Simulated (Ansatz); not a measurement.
**Worked sum: formation energy of Ru_W in W (bcc, Im-3m)**

Consider the formation energy of Ru_W in W (bcc, Im-3m). Reaction: Ru (hcp) + 63 W (bcc) → cell A.

A: a supercell of 64 sites of W (bcc, Im-3m) with Ru on a W site (8 W at 2.77 Å); spin state with PBE: run without spin.

Method: Ansatz (a quantum-chemistry and plane-wave program), PAW, neutral cells at 0 K with nuclei at rest, on structures from PBE. Ansatz runs with its default PAW set. Other levels take these structures. The lattices are those relaxed with PBE, so at other levels the solids can be strained. Larger cells are relaxed from a start prepared with the learned potential CHGNet, on a coarser mesh till forces fall under 0.03 eV/Å, which some starts already meet. A dispersion term (D3(BJ), or D4 for r2SCAN) was computed beside these levels and is taken off wherever the name lacks it. The runs are scalar-relativistic, without spin-orbit coupling. Mesh and cell size may move defect energies by 0.1 eV or more. Cell A has symmetry Im-3m within 0.02 Å and got no random move, so less symmetric positions, which may lie lower, weren't tried.

Total energies of the cells in eV, at zero smearing width. They compare only within one column; the weights balance every element.

| cell | atoms | weight | r2SCAN |
|---|---|---|---|
| A: W:Ru_W | 64 | +1 | -660919.60176 |
| Ru (hcp) | 2 | −1/2 | -11781.39885 |
| W (bcc) | 64 | −63/64 | -665427.10885 |

r2SCAN: (-660919.60176) − 1/2 × (-11781.39885) − 63/64 × (-665427.10885) = 0.908 eV.

What follows from the r2SCAN value: With the reservoirs of the reaction as written, and without entropy terms or charged states, the share of sites that hold the defect in equilibrium is exp(−0.91 eV/k_BT) = 2.6×10^-5 at 1000 K.
